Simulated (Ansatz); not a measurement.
Consider interstitial Ca in rutile TiO2, charge state +2. Calculation: PBE, PAW (plane waves to 420 eV; Ansatz, a program for electronic structure).

Settings: 72 host sites, the relaxed PBE lattice, a 2×2×2 k-point mesh shifted by half a step, smearing 0.01 eV, spin-restricted, no image-charge correction. Energies are static. The charge state is imposed; whether it is stable for some Fermi level was not computed. Sites that were not tried may lie lower. The start lies 1.06 eV above the lowest site run (PBE).

Relaxed starting cell (atoms counted from 1):

```
CaTi24O48
1.0
    9.28699     0.00000     0.00000
    0.00000     9.28699     0.00000
    0.00000     0.00000     8.89145
Ti O Ca
24 48 1
Direct
  0.98851   0.00776   0.00816
  0.01795   0.01020   0.32666
  0.99203   0.00459   0.65856
  0.99503   0.48590   0.99687
  0.01279   0.48795   0.33996
  0.95523   0.49881   0.66406
  0.51449   0.99006   0.00768
  0.48407   0.98849   0.32645
  0.50961   0.99435   0.65785
  0.50748   0.51192   0.99711
  0.48925   0.51041   0.34053
  0.54756   0.50016   0.66422
  0.26311   0.26110   0.15720
  0.26134   0.24675   0.50156
  0.25194   0.20232   0.83398
  0.23965   0.73691   0.15753
  0.23975   0.75276   0.50171
  0.25056   0.79614   0.83441
  0.73894   0.26413   0.17167
  0.74398   0.23717   0.48994
  0.74522   0.23917   0.83844
  0.76330   0.73387   0.17192
  0.75834   0.76178   0.49000
  0.75727   0.75932   0.83883
  0.15350   0.14919   0.00908
  0.15476   0.15511   0.32901
  0.15009   0.14849   0.65910
  0.16362   0.64966   0.98213
  0.15579   0.64806   0.33354
  0.14108   0.68031   0.66676
  0.65200   0.14904   0.99966
  0.65211   0.15114   0.33145
  0.64960   0.14887   0.66723
  0.66095   0.65105   0.00329
  0.65222   0.65489   0.33441
  0.67329   0.64728   0.66379
  0.10167   0.40306   0.16474
  0.10123   0.41037   0.51571
  0.06853   0.38775   0.83198
  0.09552   0.89971   0.16397
  0.09885   0.90751   0.49586
  0.10289   0.92098   0.83459
  0.59484   0.40210   0.16999
  0.60079   0.40140   0.48961
  0.60170   0.39806   0.83900
  0.59919   0.90006   0.16763
  0.60102   0.90002   0.49873
  0.60166   0.89711   0.83137
  0.40691   0.09869   0.16381
  0.40340   0.09085   0.49585
  0.39953   0.07734   0.83456
  0.40102   0.59520   0.16471
  0.40171   0.58780   0.51599
  0.43442   0.61059   0.83215
  0.90333   0.09827   0.16760
  0.90133   0.09840   0.49871
  0.90082   0.10114   0.83145
  0.90790   0.59617   0.17023
  0.90185   0.59717   0.48955
  0.90100   0.60025   0.83912
  0.33922   0.34886   0.98229
  0.34688   0.35026   0.33351
  0.36096   0.31772   0.66687
  0.34906   0.84934   0.00913
  0.34769   0.84318   0.32893
  0.35213   0.84980   0.65914
  0.84178   0.34707   0.00324
  0.85025   0.34351   0.33430
  0.82966   0.35121   0.66375
  0.85056   0.84928   0.99982
  0.85034   0.84730   0.33134
  0.85292   0.84964   0.66729
  0.25149   0.49932   0.75345
```
Cell charge +2.

End state 1 differs by these moves (Å; atoms that move under 0.08 Å are left out):

| atom | element | Δx | Δy | Δz |
|---|---|---|---|---|
| 1 | Ti | 0.26 | 0.03 | -0.03 |
| 2 | Ti | -0.27 | -0.04 | -0.04 |
| 3 | Ti | -0.01 | 0.01 | 0.11 |
| 4 | Ti | 0.17 | 0.01 | -0.06 |
| 5 | Ti | -0.13 | 0.01 | -0.05 |
| 7 | Ti | -0.27 | -0.03 | -0.03 |
| 8 | Ti | 0.28 | 0.03 | -0.03 |
| 9 | Ti | 0.02 | -0.01 | 0.12 |
| 10 | Ti | -0.17 | -0.01 | -0.06 |
| 11 | Ti | 0.14 | 0.00 | -0.05 |
| 13 | Ti | -0.01 | 0.00 | 0.14 |
| 14 | Ti | -0.09 | -0.41 | -0.04 |
| 15 | Ti | 0.11 | 0.38 | -0.04 |
| 16 | Ti | 0.00 | 0.01 | 0.13 |
| 17 | Ti | 0.10 | 0.39 | -0.04 |
| 18 | Ti | -0.12 | -0.38 | -0.04 |
| 19 | Ti | 0.01 | 0.02 | -0.11 |
| 22 | Ti | -0.01 | -0.01 | -0.11 |
| 25 | O | 0.01 | 0.06 | -0.06 |
| 27 | O | 0.00 | 0.00 | 0.11 |
| 28 | O | -0.08 | -0.01 | 0.14 |
| 29 | O | 0.06 | 0.01 | 0.13 |
| 34 | O | -0.09 | 0.04 | -0.06 |
| 35 | O | 0.07 | -0.03 | -0.05 |
| 38 | O | -0.29 | -0.19 | -0.14 |
| 39 | O | 0.30 | 0.22 | -0.15 |
| 41 | O | 0.04 | 0.12 | 0.00 |
| 42 | O | -0.04 | -0.11 | 0.01 |
| 50 | O | -0.04 | -0.13 | 0.01 |
| 51 | O | 0.03 | 0.11 | 0.01 |
| 53 | O | 0.28 | 0.20 | -0.15 |
| 54 | O | -0.30 | -0.22 | -0.15 |
| 61 | O | 0.07 | 0.00 | 0.13 |
| 62 | O | -0.07 | -0.01 | 0.13 |
| 64 | O | -0.01 | -0.06 | -0.06 |
| 66 | O | 0.00 | 0.00 | 0.11 |
| 67 | O | 0.08 | -0.03 | -0.06 |
| 68 | O | -0.07 | 0.03 | -0.05 |
| 73 | Ca | 0.00 | 0.00 | -1.49 |

What is the computed forward and backward barriers to end state 1 (PBE, PAW)?

forward 0.082 eV, backward 0.082 eV; at the saddle point atom 73 has neighbours 2 O at 2.08, 2 O at 2.23, 2 O at 2.24 Å. The saddle point's order was not checked, and it lies on a symmetry element of the cell, where a band can be held.
